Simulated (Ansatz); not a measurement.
**A computed series for RhGe: response to strain**

The parent structure is RhGe (space group Pnma, No. 62; a = 5.659 Å, b = 3.261 Å, c = 6.433 Å). Axes: x, y, z lie along a, b, c of the conventional cell.

Strains are applied to the cell and any free atomic positions relax; under biaxial strain the out-of-plane vector relaxes too.

All numbers come from Ansatz (a program for electronic structure), PBEsol, PAW, cutoff 420 eV, no SOC, earlier PAW set.

Notes on the quantities. pressure: mean of the normal stresses, compression positive.

| case | shortest interatomic distance | pressure | space group |
|---|---|---|---|
| base | 2.462 Å | 0.0 GPa | Pnma (No. 62) |
| biaxial strain −2.14 %, plane normal [001], relaxed out of plane | 2.445 Å | 3.4 GPa | Pnma (No. 62) |
| biaxial strain −1.52 %, plane normal [001], relaxed out of plane | 2.449 Å | 2.4 GPa | Pnma (No. 62) |
| biaxial strain −1.37 %, plane normal [001], relaxed out of plane | ___ | ___ | Pnma (No. 62) |
| biaxial strain +0.35 %, plane normal [001], relaxed out of plane | 2.464 Å | -0.5 GPa | Pnma (No. 62) |
| biaxial strain +0.55 %, plane normal [001], relaxed out of plane | 2.466 Å | -0.8 GPa | Pnma (No. 62) |
| isotropic strain +3.75 % | 2.534 Å | -15.7 GPa | Pnma (No. 62) |
| uniaxial strain ε_xx = −3.81 % | 2.429 Å | 9.1 GPa | Pnma (No. 62) |
| tensor shear ε_xz = −0.76 % | 2.445 Å | 0.1 GPa | P2_1/m (No. 11) |

### Question
What belongs in the blanks?

### Answer

- biaxial strain −1.37 %, plane normal [001], relaxed out of plane, shortest interatomic distance: 2.451 Å
- biaxial strain −1.37 %, plane normal [001], relaxed out of plane, pressure: 2.1 GPa

Without a gap, meshes like the base's 8×14×7 leave anisotropic stresses uncertain by several tenths of a GPa, and small strain energies with them. Whether these cells are dynamically stable was not tested. All final runs are without spin polarisation.
